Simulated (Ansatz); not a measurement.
Base system: Ba in the bcc (W type) structure (space group Im-3m, No. 229; a = 4.882 Å; relaxed with 0.1 eV smearing). Axes: x, y, z lie along the cube axes.

Level of theory: Kohn–Sham DFT with the PBEsol functional, run in Ansatz (a quantum-chemistry and plane-wave program) with PAW and 420 eV plane waves, no spin-orbit coupling.

For the base:

| Item | Result |
|---|---|
| Shortest interatomic distance | 7.989 bohr |

The change: the cell is compressed by 3.00 % along z with no lateral relaxation; the atoms relax in the strained cell.

Problem. Predict the new energy relative to the base.

Solution. The energy increases by 2.3 meV/atom.

Problem. How does this affect the stress?

Solution. The stress (xx, yy, zz, yz, xz, xy; compression positive) is (0.2, 0.2, 0.4, 0.0, 0.0, 0.0) GPa.

Problem. Estimate the effect on the shortest interatomic distance.

Solution. The shortest interatomic distance shrinks by 0.079 bohr (7.989 bohr → 7.910 bohr).

Whether these cells are dynamically stable was not tested.
